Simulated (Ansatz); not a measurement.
## Input and output of a self-consistent single point for IrO2 (P4_2/mnm, 6 atoms in the cell) (Ansatz)

Computed with PBE (plane waves, PAW; Ansatz, an electronic-structure program).

This input was run:

Ansatz 0.2 input:
```yaml
crystal:
  lattice:
    - [4.52250000, 0.00000000, 0.00000000]
    - [0.00000000, 4.52250000, 0.00000000]
    - [0.00000000, 0.00000000, 3.16575000]
  atoms:
    - { symbol: Ir, position: [0.00000000, 0.00000000, 0.00000000] }
    - { symbol: Ir, position: [0.50000000, 0.50000000, 0.50000000] }
    - { symbol: O, position: [0.30800000, 0.30800000, 0.00000000] }
    - { symbol: O, position: [0.80800000, 0.19200000, 0.50000000] }
    - { symbol: O, position: [0.19200000, 0.80800000, 0.50000000] }
    - { symbol: O, position: [0.69200000, 0.69200000, 0.00000000] }
basis:
  ecutwfc: 420.0
kpoints:
  mp_grid: { grid: [7, 7, 10] }
hamiltonian:
  xc: pbe
  pseudopotentials: { kind: paw }
scf:
  occupations: { method: fermi_dirac, width: 0.1 }
output:
  forces: true
  eigenvalues: true
  stress: true
```

Log, with long lists cut:

```
WARN ansatz: RAYON_NUM_THREADS=1 ignored (pool sized by the plan → 1); use --threads N
Pseudopotentials: kind: paw
Pseudopotential: Ir, paw, valence charge 17
Pseudopotential: O, paw, valence charge 6
Crystal: 6 atoms, lattice volume = 64.749 Å³
Basis set: ecut = 420 eV, 1243 PW (Γ), exchange–correlation on 64×64×48 points (8 copies of the dense FFT grid, shifted against one another)
Bands: 35, of which v1, the nominal top of the filled ones, is band 29 counted from 1 (28 counted from 0)
Symmetry: 16 space group operations
Space group: P42/mnm (ITA 136), of the structure as read, at distance tolerance 4.0e-5 Å
k-points: 60 of 490
Initial density: superposition of atomic densities (neutral atoms: chi_scale 0, normalization atom), corrected by the library's trained network
Initial wavefunctions: pseudopotential atomic-orbital guess
Eigensolver: davidson
Functional: x = pbe(κ = 0.804, μ = 0.2195149727645171), c = pbe(β = 0.06672455060314922)
SCF iter   1: F=—  HF=-26135.294801 eV  |F-HF|=—  |Δ(HF+E_count)|=         —  Δρ=3.54e-3  dr2=5.19e-3  ethr=1.77e-3  ⟨swp⟩=5.7  Hψ=7921  notcnv=0
all-band conjugate gradients solve this SCF's bands
preconditioner: auto → LDOS
SCF iter   2: F=—  HF=-26135.297239 eV  |F-HF|=—  |Δ(HF+E_count)|=   2.44e-3  Δρ=1.42e-3  dr2=4.50e-4  ethr=8.94e-6  ⟨swp⟩=2.1  Hψ=3859  notcnv=0
SCF iter   3: F=—  HF=-26135.297244 eV  |F-HF|=—  |Δ(HF+E_count)|=   5.43e-6  Δρ=6.02e-4  dr2=2.59e-4  ethr=7.76e-7  ⟨swp⟩=2.0  Hψ=3419  notcnv=0
SCF iter   4: F=—  HF=-26135.297193 eV  |F-HF|=—  |Δ(HF+E_count)|=   5.15e-5  Δρ=1.53e-4  dr2=5.30e-6  ethr=4.46e-7  ⟨swp⟩=2.6  Hψ=3456  notcnv=0
SCF iter   5: F=—  HF=-26135.297073 eV  |F-HF|=—  |Δ(HF+E_count)|=   1.20e-4  Δρ=2.44e-5  dr2=2.80e-7  ethr=9.14e-9  ⟨swp⟩=2.4  Hψ=3805  notcnv=0
SCF iter   6: F=-26135.297073 eV  HF=-26135.297073 eV  |F-HF|=2.67e-9  |Δ(HF+E_count)|=   4.93e-9  Δρ=3.54e-6  dr2=4.62e-9  ethr=1.72e-10  ⟨swp⟩=4.9  Hψ=7673  notcnv=0
SCF 1 converged in 6 iterations: F = -26135.297073 eV  dr2 = 4.62e-9
SCF converged after 6 iterations
Free energy (F): -26135.297073 eV
Harris-Foulkes:  -26135.297073 eV  (|F-HF|=2.67e-9)
Internal energy: -26135.198501 eV  (E = F + TS)
E sigma→0 (E₀):  -26135.247787 eV
Entropy (-TS):   -0.098572 eV (-16.429 meV/atom)
Fermi energy:    14.228065 eV
--- Per-component energies (eV) ---
  E_band       = -469.191957
  E_kinetic    = 1940.147912
  E_local      = -4490.754227  (includes V_loc(G=0)·N_el)
  E_nonlocal   = 338.972457
  E_hartree    = 1658.189642
  E_xc         = -825.032632
  E_vxc        = -968.918105  (∫ρ·V_xc dr)
  E_paw        = -19078.400895  (= ΣΔE_a)
  E_vpaw       = -605.028677  (= ΣTr[D̂ρ^β])
  E_aug_tail   = 0.010023  (compensation charges beyond the density's cutoff)
  E_ewald      = -5678.330782
  E_smearing   = -0.098572  (= −TS)
  E_closure    = -0.000000  (closes the sum)
  Σ components = -26135.297073   (vs F -26135.297073, Δ=0.00e0)
--- Forces (eV/Å), atoms counted from 1 ---
  atom   1  Ir     0.00000000    -0.00000000    -0.00000000
  atom   2  Ir    -0.00000000    -0.00000000    -0.00000000
  atom   3  O      0.01773976     0.01773976     0.00000000
  atom   4  O      0.01773976    -0.01773976    -0.00000000
  atom   5  O     -0.01773976     0.01773976     0.00000000
  atom   6  O     -0.01773976    -0.01773976    -0.00000000
  max |Σ_I F_I| component: 2.08e-17 eV/Å
--- Stress (GPa, compression-positive) ---
        1.916900      -0.000000       0.000000
       -0.000000       1.916900      -0.000000
        0.000000      -0.000000       3.277566
  P = ⅓ Tr σ = 2.3705 GPa (23.705 kbar)
  The stress holds the Pulay correction. Without it, at fixed plane waves, as pw.x and ABINIT print it: P = 1.6114 GPa
--- Band table (eV; the first three rows and the last of 60) ---
  k-point 0: bands = ["-79.1177", "-79.1163", "-36.1068", "-36.1068", "-35.9934", "-35.9783", "-35.8488", "-35.8488", "-6.8996", "-5.7142", "-4.6625", "-4.6625", "4.4921", "4.7435", "6.3481", "6.3481", "6.4433", "9.1279", "9.3590", "9.3590", [...]
  k-point 1: bands = ["-79.1174", "-79.1161", "-36.1060", "-36.1060", "-36.0033", "-35.9890", "-35.8474", "-35.8474", "-6.8050", "-5.6619", "-4.7167", "-4.7167", "4.6299", "4.8437", "6.4139", "6.4139", "6.5457", "8.7368", "9.4534", "9.4534", [...]
  k-point 2: bands = ["-79.1167", "-79.1155", "-36.1039", "-36.1039", "-36.0291", "-36.0170", "-35.8439", "-35.8439", "-6.5426", "-5.5332", "-4.8552", "-4.8552", "5.0224", "5.1167", "6.6000", "6.6000", "6.8491", "7.9196", "9.0681", "9.6518", [...]
  k-point 59: bands = ["-79.1144", "-79.1144", "-36.1033", "-36.0988", "-36.0927", "-36.0882", "-35.8349", "-35.8349", "-5.4644", "-5.3762", "-5.2953", "-5.2052", "5.9678", "6.1004", "6.3405", "6.4904", "6.8505", "7.2367", "8.5496", "8.5500", [...]
```

The run converged in 6 iterations.

The starting cell has typed, rounded lattice constants, without a prior relaxation at this level. Its lattice was rescaled by up to half a per cent. Spin-orbit coupling is off. Spin polarisation is off. Ansatz's pressure includes its estimate of the finite-basis (Pulay) stress. Without the estimate this run gives 1.61 GPa.
